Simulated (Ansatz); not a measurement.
The reference is CdS in the zinc blende structure (space group F-43m, No. 216).

Space group F-43m (No. 216); a = 5.9266 Å, b = 5.9266 Å, c = 5.9266 Å, α = 90.00°, β = 90.00°, γ = 90.00°

```json
[
 {"atom": "S", "site": "4c", "symmetry": "-43m", "x": "0.2500", "y": "0.2500", "z": "0.2500"},
 {"atom": "Cd", "site": "4a", "symmetry": "-43m", "x": "0.0000", "y": "0.0000", "z": "0.0000"}
]
```
(The calculation used a cell of 2 atoms; values per cell refer to that cell.)

Levels (all Ansatz, an electronic-structure program, PAW): PBE (420 eV, without spin-orbit coupling); r2SCAN (500 eV, no spin-orbit coupling).

Its gap is 1.04 eV with PBE and 1.49 eV with r2SCAN.

Modification: cell and atoms relaxed at a pressure of 50 GPa.

With PBE the gap becomes 1.71 eV.

**Question.** If the r2SCAN correction stayed the same, what would the r2SCAN gap be, and what does the r2SCAN run give?

**Answer.** A rigid correction of +0.45 eV gives 2.16 eV. The r2SCAN run gives 2.20 eV, so the correction itself changes by +0.04 eV.

Single points use the geometry relaxed with PBE. Load acts through the strain it causes; cell and atoms are relaxed under it. Whether these cells are dynamically stable was not tested. Tetrahedral semiconductors of this kind turn to denser phases somewhere between about 1 and 50 GPa; those were not computed, so compressed cells here can lie past the real transition.
